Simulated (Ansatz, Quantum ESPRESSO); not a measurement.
# Code comparison for TePb (Fm-3m, 2 atoms in the cell)

Self-consistent single point.

```
CELL_PARAMETERS angstrom
      0.00000     3.29608     3.29608
      3.29608     0.00000     3.29608
      3.29608     3.29608     0.00000
ATOMIC_POSITIONS crystal
  Te 0.00000 0.00000 0.00000
  Pb 0.50000 0.50000 0.50000
```

Shared settings, as Ansatz (a quantum-chemistry and plane-wave program) writes them: kpoints.mp_grid.grid = 9 9 9; magnetization.spin_orbit = true; scf.occupations.method = fixed. Potentials and cutoffs stand in the table.

| code | model | pressure (GPa) | cutoff |
|---|---|---|---|
| Ansatz | PBE with spin-orbit coupling, default PAW files | -0.50 | default |
| Quantum ESPRESSO | PBE, spin-orbit coupling, PSlibrary fully relativistic ultrasoft (PBE) pseudopotentials | -0.94 | 55 Ry |

The spread over the programs that give each value: pressure within 0.44 GPa.

Ansatz's pressure is given at a fixed set of plane waves, as the other plane-wave codes print theirs.

This mesh misses zone-boundary points where a band edge of such crystals can lie, so no gaps are given.

The starting cell comes from a database of computed structures (which also holds hypothetical and non-ambient phases and stackings), without a prior relaxation at this level. Its lattice was rescaled by a random factor within 2.5 % of one.

Left out of this page: Elk and FLEUR (with a known weakness of the program); SIESTA (not drawn, or without a comparable value).

Keys are those of Ansatz 0.2.
